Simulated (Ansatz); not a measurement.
Defect: interstitial P in silicon with all lengths changed by +1 %, charge state +1. These are PBE, PAW (plane waves to 420 eV; Ansatz, a program for electronic structure) values and carry that method's errors.

Settings: 64 host sites, the strained lattice (strain from the relaxed PBE one, atoms relaxed), a 2×2×2 k-point mesh shifted by half a step, smearing 0.01 eV, spin-restricted, no image-charge correction. Energies are static. The charge state is imposed; whether it is stable for some Fermi level was not computed. Sites that were not tried may lie lower.

Barriers: single points on a 3×3×3 k-point mesh shifted by half a step at the bands' geometries.

The step: one P atom jumps by itself. Atoms about the jump, Cartesian Å from the middle of the jump, before and after:

```
atom     x0     y0     z0     x1     y1     z1
----  -----  -----  -----  -----  -----  -----
P1     0.69   0.00   0.69  -0.69   0.00  -0.69
Si2   -0.01   2.19   0.00   0.00   2.19   0.01
Si3    1.38   0.69  -1.50   1.50   0.69  -1.38
Si4   -1.51   0.69   1.39  -1.39   0.69   1.51
Si5   -2.81  -0.71  -0.02  -2.88  -0.70   0.01
Si6   -0.01  -0.70   2.88   0.02  -0.71   2.81
Si7    2.88  -0.70   0.00   2.81  -0.71   0.02
Si8   -0.02  -0.71  -2.81   0.00  -0.70  -2.88
Si9   -1.37  -2.06  -1.36  -1.39  -2.20  -1.38
Si10   1.38  -2.20   1.39   1.36  -2.06   1.37
Si11  -0.02  -3.50  -0.02   0.02  -3.50   0.02
Si12   1.39   3.50   1.40   1.43   3.48   1.43
Si13  -1.43   3.48  -1.43  -1.40   3.50  -1.39
```

Where do these atoms stand at the saddle point, and how high is it?


```json
[
 {"atom": "P1", "x": "0.00", "y": "0.37", "z": "0.00"},
 {"atom": "Si2", "x": "0.00", "y": "2.51", "z": "0.00"},
 {"atom": "Si3", "x": "1.63", "y": "0.45", "z": "-1.63"},
 {"atom": "Si4", "x": "-1.63", "y": "0.45", "z": "1.63"},
 {"atom": "Si5", "x": "-2.86", "y": "-0.77", "z": "0.01"},
 {"atom": "Si6", "x": "-0.01", "y": "-0.77", "z": "2.86"},
 {"atom": "Si7", "x": "2.85", "y": "-0.77", "z": "-0.01"},
 {"atom": "Si8", "x": "0.01", "y": "-0.77", "z": "-2.85"},
 {"atom": "Si9", "x": "-1.38", "y": "-2.07", "z": "-1.38"},
 {"atom": "Si10", "x": "1.38", "y": "-2.07", "z": "1.38"},
 {"atom": "Si11", "x": "0.00", "y": "-3.44", "z": "0.00"},
 {"atom": "Si12", "x": "1.46", "y": "3.58", "z": "1.46"},
 {"atom": "Si13", "x": "-1.46", "y": "3.58", "z": "-1.46"}
]
```
It lies 0.66 eV above the start and 0.66 eV above the end. The saddle point's order was not checked, and it lies on a symmetry element of the cell, where a band can be held.
